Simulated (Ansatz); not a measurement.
The reference is TiAl (space group P4/mmm, No. 123; relaxed with 0.1 eV smearing).

```yaml
crystal:
  lattice:
    - [2.76616, 0.00000, 0.00000]
    - [0.00000, 2.76616, 0.00000]
    - [0.00000, 0.00000, 4.00209]
  atoms:
    - { symbol: Ti, position: [0.00000, 0.00000, 0.00000] }
    - { symbol: Al, position: [0.50000, 0.50000, 0.50000] }
```

Level of theory: Ansatz (a quantum-chemistry and plane-wave program) LDA, no SOC.

Before the change:

| Item | Value |
|---|---|
| Pressure | 0.0 GPa |

Modification: every lattice vector is shortened by 2.50 %, atoms relaxed at fixed cell.

Task: What happens to the energy relative to the base?

Result: The energy goes up by 37 meV/atom.

Task: How does this affect the pressure?

Result: The pressure (mean of the normal stresses, compression positive) goes from zero to 11.1 GPa.

The cells carry an imposed strain or load. Whether these cells are dynamically stable was not tested. The final runs are not spin-polarised.
